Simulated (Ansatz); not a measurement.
Take SrTiO3 in the cubic perovskite structure (space group Pm-3m, No. 221; a = 3.854 Å) as the base.

Calculations: LDA (Ansatz, a program for electronic structure), no spin-orbit coupling.

One change was made to it. Results:

The band gap grows by 0.01 eV to 1.86 eV; the volume per atom falls by 0.08 Å³ (11.45 Å³ → 11.37 Å³).

Question: What was done to the base?
A) pressure 1.5 GPa
B) pressure 7.5 GPa
C) pressure 3 GPa

Answer: A, pressure 1.5 GPa. For comparison, the volume per atom in the other runs: pressure 7.5 GPa gives 11.06 Å³; pressure 3 GPa gives 11.29 Å³.

Load acts through the strain it causes; cell and atoms are relaxed under it. Whether these cells are dynamically stable was not tested. Competing high-pressure phases were not computed. The final runs are not spin-polarised. Many cubic perovskites are stable only at high temperature; tilts and polar distortions were not tested.
